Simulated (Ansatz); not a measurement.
## SnGe (model structure, started from the WC type, P-6m2, No. 187, 2 atoms in the cell)

Computed with PBEsol in Ansatz (plane waves, PAW).

Run with plane-wave cutoff 500 eV, 12×12×12 k mesh, Fermi–Dirac smearing 0.05 eV, scalar-relativistic PAW data made under PBE.

Cell (relaxed at this level):

```
CELL_PARAMETERS angstrom
      3.88026     0.00000     0.00000
     -1.94013     3.36040     0.00000
      0.00000     0.00000     3.63800
ATOMIC_POSITIONS crystal
  Sn 0.00000 0.00000 0.00000
  Ge 0.66667 0.33333 0.50000
```

```
Item              Value
--------  -------------
band gap  zero (no gap)
```

Note: the relaxation could raise the start's symmetry but not lower it, so the cell can be a saddle point.

Spin–orbit coupling is not included.

Computed values are for the static lattice.

Computing time: about 90 core-seconds (a rough figure).

A model structure was made by putting elements into a prototype or built by hand; it is no filed structure, need not be a known phase, and can be a saddle point held by its symmetry.

Ansatz is a quantum-chemistry and plane-wave program.
